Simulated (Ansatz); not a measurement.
Consider Au in the fcc (Cu type) structure (space group Fm-3m, No. 225; a = 4.083 Å).

The change: Cu replaces 33.3 % of the Au, ordered in a cell of 3 atoms (starting symmetry I4/mmm) and fully relaxed.

The other end (x = 1) is Cu in the fcc (Cu type) structure (space group Fm-3m, No. 225): 11.32 Å³/atom, gap zero.

Levels (all Ansatz, an electronic-structure program, PAW): PBEsol (420 eV, spin-orbit coupling left out); PBEsol+SOC (420 eV, noncollinear with spin-orbit coupling).

The geometry is relaxed with PBEsol.

| Quantity | Value |
|---|---|
| PBEsol pressure | 0.0 GPa |

Q: Predict the pressure from PBEsol+SOC.

A: The pressure goes from zero to -1.2 GPa.

Single points use the geometry relaxed with PBEsol. The spin-orbit shifts are approximate. Each cell is one ordered arrangement of few atoms, which overstates ordering effects compared with a random alloy. Stability against distortions was not tested. The runs without spin-orbit coupling are not spin-polarised.
